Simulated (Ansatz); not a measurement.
Consider the energy of the reaction as written. Reaction: 3 cell B → cell A. Negative: the products are lower in energy.

Cell A: a sheet of composition W3, 3 atoms, hexagonal cell of 5.01 Å (21.7 Å²), symmetry P6/mmm within 0.02 Å, 0.0 Å thick under 16 Å of vacuum, in-plane vectors relaxed; planes from bottom to top: W3, all atoms in one plane; a model cell; spin state with PBE: no moments, k-point mesh 18×18×1.
```xyz
3
Lattice="5.0054 0.0000 0.0000 -2.5027 4.3348 0.0000 0.0000 0.0000 16.0000" Properties=species:S:1:pos:R:3 pbc="T T T"
W      2.5027     0.0000     8.0000
W     -1.2514     2.1674     8.0000
W      1.2514     2.1674     8.0000
```

Cell B: a sheet of composition W, 1 atom, hexagonal cell of 2.63 Å (6.0 Å²), symmetry P6/mmm within 0.02 Å, 0.0 Å thick under 16 Å of vacuum, in-plane vectors relaxed; planes from bottom to top: W; a model cell; spin state with PBE: no moments, k-point mesh 30×30×1.
```yaml
crystal:
  lattice:
    - [2.63440, 0.00000, 0.00000]
    - [-1.31720, 2.28146, 0.00000]
    - [0.00000, 0.00000, 16.00000]
  atoms:
    - { symbol: W, position: [0.00000, 0.00000, 0.50000] }
```

Plane-wave PAW calculations with Ansatz (a program for electronic structure), its PAW set soft_1, cutoff 420 eV, 500 eV for r2SCAN. The structures are at rest with PBE; other levels are single points on them. Neutral cells; Fermi-Dirac smearing of at most 0.10 eV in the solids, energies taken to zero width. The lattices are those relaxed with PBE, so at other levels the solids can be strained, which adds to the spread. A dispersion term (D3(BJ), or D4 for r2SCAN) was computed beside these levels and is taken off wherever the name lacks it. Static lattices, no vibrational contributions. The runs are scalar-relativistic, without spin-orbit coupling. The cells' k-point meshes differ in density, so the last digit is unsettled. Cell A has symmetry P6/mmm within 0.02 Å and got no random move, so less symmetric positions, which may lie lower, weren't tried. Cell B has symmetry P6/mmm within 0.02 Å and got no random move, so less symmetric positions, which may lie lower, weren't tried.

Problem. What is the computed value (r2SCAN)?

Solution. 3.37 eV, for 3 cell B → cell A.

Problem. How does the value move with the functional?

Solution. 
| Level | value (eV) | less r2SCAN |
|---|---|---|
| PBE | 3.16 | -0.21 |

The levels shown span 0.21 eV, from PBE (3.16) to r2SCAN (3.37).
